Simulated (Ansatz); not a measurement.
Consider Zn in the hcp (Mg type) structure (space group P6_3/mmc, No. 194; a = 2.647 Å, c = 4.678 Å).

Method: DFT with r2SCAN, PAW potentials and a 500 eV plane-wave cutoff in Ansatz (a quantum-chemistry and plane-wave program), spin-orbit coupling left out, earlier PAW set.

Before the change:

```
Property               Value
-------------------  -------
Lattice parameter a  2.647 Å
Band gap                zero
```

Now apply this change: full substitution Zn → Sn; the structure is relaxed again.

Tabulated Pauling electronegativity and covalent radius: Zn 1.65, 1.22 Å; Sn 1.96, 1.39 Å.

Q: What does the calculation give for the lattice parameter a and band gap after the change?

A: The lattice parameter a rises by 0.709 Å (2.647 Å → 3.356 Å); the band gap is still zero.

No phonon test of stability was made. As relaxed here, Sn is a hypothetical phase, not in the database extracts checked.
